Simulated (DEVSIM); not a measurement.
Structure: W/SiO2/p-Si capacitor, at 300 K.

Layer 1 from the left is SiO2, thickness (nm) 1.70. Layer 2 from the left is Si, thickness (nm) 13000, Na (cm⁻³) 2.1e15.

Metal gate on the left, work function 4.6 eV. Fixed charge at the semiconductor interface 8.6e11 cm⁻² (in units of +e); no interface traps.

This is a model device: material constants are rounded textbook-type values typed into the input, and sizes, dopings and lifetimes were drawn at random. Values at 300 K.

SiO2: gap (eV) 9, affinity (eV) 0.9, permittivity 3.9. Si: gap (eV) 1.124, affinity (eV) 4.05, permittivity 11.7, Nc (cm⁻³) 2.86e19, Nv (cm⁻³) 3.1e19.

Problem. Estimate by hand the flat-band voltage, the threshold voltage, and compare with a numerical solution.

Solution. 
- Flat-band voltage: C = 2.03 μF/cm², work-function difference -0.326 V; VFB = φms − qNf/C = -0.39 V; numerical -0.39 V.
- Threshold voltage: φF = 0.315 V, depletion charge √(4εqNφF) = 2.10e-8 C/cm²; VT = VFB + 2φF + Qd/C = 0.25 V; numerical 0.25 V.

DEVSIM, 1D Poisson equation in equilibrium, Boltzmann statistics, complete ionisation; no quantum confinement or tunnelling. Metal contacts follow the ideal Schottky-Mott rule: no Fermi-level pinning, no interface dipoles.
